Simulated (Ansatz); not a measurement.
What x(Zr) = 0.25, 4 atoms, Fm-3m does to Nb

Take Nb in the bcc (W type) structure (space group Im-3m, No. 229; a = 3.303 Å) as the base.

The other end (x = 1) is Zr in the bcc (W type) structure (space group Im-3m, No. 229; a model cell): 22.94 Å³/atom, gap zero; this end may not be an ambient phase.

Perturbation: a fraction x = 0.25 of the Nb sites is given to Zr, ordered in a cell of 4 atoms (starting symmetry Fm-3m) and fully relaxed.

Level of theory: r2SCAN (Ansatz, an electronic-structure program), scalar-relativistic without spin-orbit coupling. k-mesh 12×12×12 (Γ-centred); smearing 0.05 eV (Fermi–Dirac), for the changed cell.

```csv
quantity,base,changed,shift
volume per atom,18.01 Å³,19.04 Å³,+1.03 Å³
density,8.56 g/cm³,8.07 g/cm³,-0.499 g/cm³
shortest interatomic distance,2.860 Å,2.914 Å,+0.0534 Å
band gap,zero,zero,–
mixing energy (to 0.01 eV only: unlike meshes or grids),–,+0.06 eV/atom,–
deviation of the volume from the linear (Vegard-type) interpolation,–,-1.1 %,–
```

Final structure:

```
CELL_PARAMETERS angstrom
      0.00000     3.36432     3.36432
      3.36432     0.00000     3.36432
      3.36432     3.36432     0.00000
ATOMIC_POSITIONS crystal
  Nb 0.75000 0.75000 0.75000
  Nb 0.50000 0.50000 0.50000
  Nb 0.25000 0.25000 0.25000
  Zr 0.00000 0.00000 0.00000
```

Cost of the whole job for the changed cell (relaxation, final SCF and bands): around 3 core-minutes (rough).

These are small ordered cells, not random alloys; other orderings at the same x differ. Stability against distortions was not tested. All final runs are without spin polarisation. An odd electron count without spin: ZrNb3. ZrNb3 has a high density of states at the Fermi level and may be magnetic at this level. This is not the structure that Zr has at room temperature and ambient pressure.
